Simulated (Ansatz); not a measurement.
# Rb: pressure 22.5 GPa

Consider Rb in the bcc (W type) structure (space group Im-3m, No. 229; a = 5.671 Å).

It is then changed as follows: a hydrostatic pressure of 22.5 GPa.

The values are results of PBE, PAW, 420 eV (Ansatz, a program for electronic structure; without spin-orbit coupling), not measurements. k-mesh 12×12×12 (Γ-centred); smearing 0.05 eV (Fermi–Dirac).

- Volume per atom: 26.43 Å³ (base 91.18 Å³)
- Density: 5.37 g/cm³ (base 1.56 g/cm³)
- Lattice parameter a: 375.3 pm (base 567.1 pm)
- Enthalpy H = E + PV relative to the base's energy: +5.83 eV/atom
- Band gap: zero (base zero)

Final structure:

```yaml
crystal:
  lattice:
    - [-1.87641, 1.87641, 1.87641]
    - [1.87641, -1.87641, 1.87641]
    - [1.87641, 1.87641, -1.87641]
  atoms:
    - { symbol: Rb, position: [0.00000, 0.00000, 0.00000] }
```

Cost of the whole job for the changed cell (relaxation, final SCF and bands): around 6 core-seconds (rough).

Load acts through the strain it causes; cell and atoms are relaxed under it. Stability against distortions was not tested. The final runs are not spin-polarised. Measured, Rb leaves this structure (for fcc) near 7 GPa (temperature not stated; as listed in Olga Degtyareva, NATO science for peace and security series. B, Physics and biophysics (2010)).
